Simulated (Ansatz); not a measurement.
System: CsCl-type FeAl. Method: LDA (PAW; Ansatz, a quantum-chemistry and plane-wave program).

Numerical settings: plane-wave cutoff 500 eV, 18×18×18 k mesh, Fermi–Dirac smearing 0.1 eV, no spin polarisation, scalar-relativistic PAW data made under PBE.

Computed at the level's own relaxed cell.

Task: Estimate the volume per atom and lattice parameter a that the calculation returns.

Result: 
- volume per atom: 11.13 Å³/atom
- lattice parameter a: 2.813 Å

Measured, for comparison: equilibrium volume per atom 12.32 Å³/atom, lattice constant a 2.910 Å (room temperature, not corrected to a static lattice; as tabulated in Liu et al. (2023), doi:10.1107/s2414314623010659). Computed (rounded) less measured: equilibrium volume per atom -9.7 %, lattice constant a -3.3 %.

The computed numbers hold no vibrational or temperature effects.

It cost about 40 core-seconds (a rough figure) of CPU time.
